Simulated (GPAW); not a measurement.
A self-consistent single point of ZnO (P6_3mc, 8 atoms in the cell) with GPAW.

Method: M06-L, GPAW PAW datasets PBE (gpaw-data 1.0.1) (plane waves; GPAW 25.7.0).

```
ZnO
1.0
    3.13992     0.00000     0.00000
   -1.56996     2.71925     0.00000
    0.00000     0.00000    10.27931
Zn O
4 4
Cartesian
  0.00000   0.00000   0.00000
  0.00000   0.00000   5.13966
  1.56996   0.90642   7.71133
  0.00000   1.81284   2.57168
  0.00000   0.00000   8.34844
  0.00000   0.00000   3.20879
  1.56996   0.90642   5.79023
  0.00000   1.81284   0.65058
```

Reference input (self-consistent single point, DFT PBE, plane waves, GPAW PAW datasets PBE (gpaw-data 1.0.1)): mode = pw; ecut = 900 eV; xc = PBE; kpts = 5 5 2; mesh shift (steps) = 0 0 0; occupations.name = methfessel-paxton; occupations.width = 0.136 eV; occupations.order = 0; nbands = -12; convergence.density = 1e-05 e/electron; convergence.energy = 1e-05 eV/electron; symmetry.symmorphic = false. This run's input differs from it in these lines:

```diff
@@ -19,7 +19,7 @@
 calc = GPAW(mode={'name': 'pw', 'ecut': 900},
-            xc='PBE',
+            xc='M06-L',
             kpts={'size': (5, 5, 2), 'gamma': True},
             occupations={'name': 'methfessel-paxton', 'width': 0.136, 'order': 0},
-            nbands=-12,
-            convergence={'density': 1e-05, 'energy': 1e-05},
+            nbands=-4,
+            convergence={'density': 1e-05, 'energy': 1e-05, 'bands': -2},
             symmetry={'symmorphic': False, 'tolerance': 0.0005},
```

Output, abridged:

```
     iter     time        total  log10-change:
                         energy   eigst   dens
iter:   1 --:--:-- -4559.232055   +3.80
iter:   2 --:--:-- -12210005.134420  +11.69  -0.64
iter:   3 --:--:--  5391.202641   +4.17  -0.25
iter:   4 --:--:--  2862.424392   +4.06  -0.58
iter:   5 --:--:--  1834.608366   +4.28  -0.60
   [... 34 lines left out ...]
iter:  40 --:--:--   -63.296074   -2.14  -2.72
iter:  41 --:--:--   -63.293345   -2.79  -2.98
iter:  42 --:--:--   -63.291393   -3.25  -3.00
iter:  43 --:--:--   -63.291519   -3.27  -3.39
iter:  44 --:--:--   -63.291445c  -3.97  -3.39
iter:  45 --:--:--   -63.291516c  -4.31  -3.43
   [... lines left out ...]
iter: 100 --:--:--   -63.292991c  -2.49  -4.08

Did not converge!

Here are some tips:

1) Make sure the geometry and spin-state is physically sound.
2) Use less aggressive density mixing.
3) Solve the eigenvalue problem more accurately at each scf-step.
4) Use a smoother distribution function for the occupation numbers.
5) Try adding more empty states.
6) Use enough k-points.
7) Don't let your structure optimization algorithm take too large steps.
8) Solve the Poisson equation more accurately.
9) Better initial guess for the wave functions.

See details here:

    https://gpaw.readthedocs.io/documentation/convergence.html
Traceback (most recent call last):
   [... frames left out ...]
gpaw.KohnShamConvergenceError: Did not converge!  See text output for help.
```

The run ended unconverged after 100 iterations. 

The starting cell was generated: these elements placed on a structure prototype, without a prior relaxation; it need not be a known phase or ordering of this composition.

Cost on one core of a shared machine: roughly 20 min.
